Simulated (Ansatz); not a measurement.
Functionals compared on NH2 on the 1x1 (0001) surface of hcp Co, ferromagnetic, one in a 2x2 cell, started at the site 'bridge Co-Co (span 2.5 Å)', in Ansatz (plane waves, PAW). The structure was relaxed with PBE; the other rows are single points on it, each with its references at the same level. Cutoff 420 eV.

Slab: 19 atoms, 6.0 Å thick at the start under the adsorbate (thin: gaps and levels are the slab's own); k 7x7x1, smearing 0.1 eV, dipole-corrected; 8 atoms held, the rest relaxed; no symmetry held; spin-polarised, no spin-orbit, no U, no dispersion correction. At the end it is bonded to 2 Co. In PBE it is, or lies within 0.03 eV of, the lowest of the starts that converged. These notes are the PBE run's. Adsorption energies are against NH3(g) − ½ H2(g). A negative adsorption energy means that the adsorbate is more stable on the surface than in its reference.

| functional | adsorption energy (eV) | work function of the top face (eV) | change of the work function (eV) | magnetic moment of the cell (μB) | rough cost of the single point |
|---|---|---|---|---|---|
| PBE | -0.09 | 3.28 | -1.70 | 26.66 | – |
| RPBE | [?] | [?] | [?] | 26.89 | roughly 13 core-minutes |

**Question.** Complete the blanks.

**Answer.** 
- RPBE, adsorption energy (eV): 0.18
- RPBE, work function of the top face (eV): 3.17
- RPBE, change of the work function (eV): -1.63

Ansatz is a first-principles code.
